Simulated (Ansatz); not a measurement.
Structures of equal composition on the (111) surface of fcc Rh: clean 1x1; top plane shifted to the other hollow. The slabs share one bottom face, and each structure is named by its start. These are constructed structures in small cells; real faces may alloy, dewet or reconstruct in larger ones, and not all known structures of the face are among them. Slabs of about 11 Å, Fermi-Dirac smearing of 0.1 eV. Bottom of the slabs: a bare face, its two planes held. Relaxed from the named starts with such symmetry as they have, on meshes of like density; energies extrapolated to zero smearing; spin only where a row says so; no spin-orbit coupling, no U. Brackets mark spin-polarised runs, whose order is one that fits the cell.

Level of theory: PBE (plane waves to 420 eV, PAW; Ansatz, a quantum-chemistry and plane-wave program).

### Question
Rank these by energy per 1x1 cell (lowest first), as PBE gives it.

### Answer
clean 1x1 (0.000 eV), top plane shifted to the other hollow (0.050 eV)
